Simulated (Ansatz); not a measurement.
**Element substitutions in InAs**

Start from InAs in the zinc blende structure (space group F-43m, No. 216; a = 6.0874 Å).

Each row replaces one element on all its sites; cell and atoms are relaxed.

Method: PBEsol, PAW, 420 eV (Ansatz, a program for electronic structure; scalar-relativistic without spin-orbit coupling), earlier PAW set.

Only one of these has a band gap. Which?
A. In → B
B. In → Ru
C. As → Sb

A, In → B. Computed: As → Sb: zero; In → B: 1.08 eV; In → Ru: zero

With Sb present, leaving out spin-orbit coupling can change the band edges. Stability against distortions was not tested. As relaxed here, RuAs is a hypothetical phase, not in the database extracts checked. All final runs are without spin polarisation. An odd electron count without spin: RuAs. A zero or small gap of InSb and InAs can be the functional's error rather than a property of the material.
